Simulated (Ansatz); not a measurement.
Sn₂S₃ (Pnma, No. 62) was calculated with r²SCAN+rVV10 in Ansatz (PAW).

Settings: plane-wave cutoff 500 eV, 6×10×4 k mesh (along the axes of the cell as run), Fermi–Dirac smearing 0.05 eV, scalar-relativistic PAW data made under PBE.

Cell (relaxed at this level):

```
Sn2S3
1.0
    8.97380     0.00000     0.00000
    0.00000     3.75771     0.00000
    0.00000     0.00000    14.08471
Sn S
8 12
Direct
  0.33701   0.75000   0.55173
  0.66299   0.25000   0.44827
  0.16299   0.25000   0.05173
  0.83701   0.75000   0.94827
  0.97877   0.75000   0.33178
  0.02123   0.25000   0.66822
  0.52123   0.25000   0.83178
  0.47877   0.75000   0.16822
  0.48008   0.75000   0.39348
  0.51992   0.25000   0.60652
  0.01992   0.25000   0.89348
  0.98008   0.75000   0.10652
  0.83670   0.75000   0.50400
  0.16330   0.25000   0.49600
  0.66330   0.25000   0.00400
  0.33670   0.75000   0.99600
  0.21554   0.75000   0.71222
  0.78446   0.25000   0.28778
  0.28446   0.25000   0.21222
  0.71554   0.75000   0.78778
```

Problem. What does this level give for the band gap?

Solution. 
- band gap = 0.82 eV (on the SCF k mesh)

Note: the relaxation could not lower the start's symmetry, so the cell can be a saddle point above a distorted one.

Spin–orbit coupling is not included.

Ansatz is a program for electronic structure.
